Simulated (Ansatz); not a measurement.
## NaCl in the rock salt structure (space group Fm-3m, No. 225)

```
NaCl
1.0
    0.00000     2.84776     2.84776
    2.84776     0.00000     2.84776
    2.84776     2.84776     0.00000
Cl Na
1 1
Direct
  0.00000   0.00000   0.00000
  0.50000   0.50000   0.50000
```

Level of theory: PBE/PAW in Ansatz (a program for electronic structure), no SOC. k-mesh 10×10×10 (Γ-centred); smearing 0.05 eV (Fermi–Dirac).

| Property | Value |
|---|---|
| Volume per atom | 23.09 Å³ |
| Density | 2.10 g/cm³ |
| Band gap | 5.00 eV, direct at Γ |
| Electron mass | 0.40 mₑ |
| Hole mass (degenerate bands, along [100]) | 0.65, 2.9, 2.9 mₑ |
| Lowest conduction-band minima above the VBM | Γ 5.00 eV |
| Total energy | -1284.778 eV/atom (σ→0; compares only within this code and set-up) |

Masses are band curvatures over ±0.01 Å⁻¹ around the edge. Stability against distortions was not tested.
